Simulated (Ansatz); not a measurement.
Ga3AlAs4 (model structure, P-4m2, No. 115, 8 atoms in the cell) was calculated with LDA in Ansatz (plane waves, PAW).

Settings: plane-wave cutoff 520 eV, 8×8×4 k mesh (along the axes of the cell as run), Fermi–Dirac smearing 0.01 eV, scalar-relativistic PAW data made under PBE.

Cell (relaxed at this level):

AlGa3As4 has the tetragonal space group P-4m2 (No. 115), Pearson symbol tP8. Lattice parameters: a = b = 3.968 Å, c = 11.212 Å, α = β = γ = 90.00°. Ga1 on 2e is coordinated by 4 As at 2.427–2.430 Å (tetrahedral). As1 on 2g is coordinated by 4 Ga at 2.427 Å (tetrahedral). Ga2 on 1b is surrounded by 4 As at 2.427 Å (tetrahedral). As2 on 2g is coordinated by 2 Ga at 2.430 Å and 2 Al at 2.432 Å (tetrahedral). Al on 1c has 4 As at 2.432 Å (tetrahedral). (Neighbours: up to the widest gap in distance over summed covalent radii, below 1.35, at either atom; cation-cation and far metal-metal contacts left out.)

Problem. What does this level give for the band gap?

Solution. 
- band gap: 0.80 eV (direct)

Note: the relaxation could raise the start's symmetry but not lower it, so the cell can be a saddle point.

Spin–orbit coupling is not included.

Static lattice: no zero-point or thermal effects.

A model structure was made by putting elements into a prototype or built by hand; it is no filed structure, need not be a known phase, and can be a saddle point held by its symmetry.

Ansatz is an electronic-structure program.
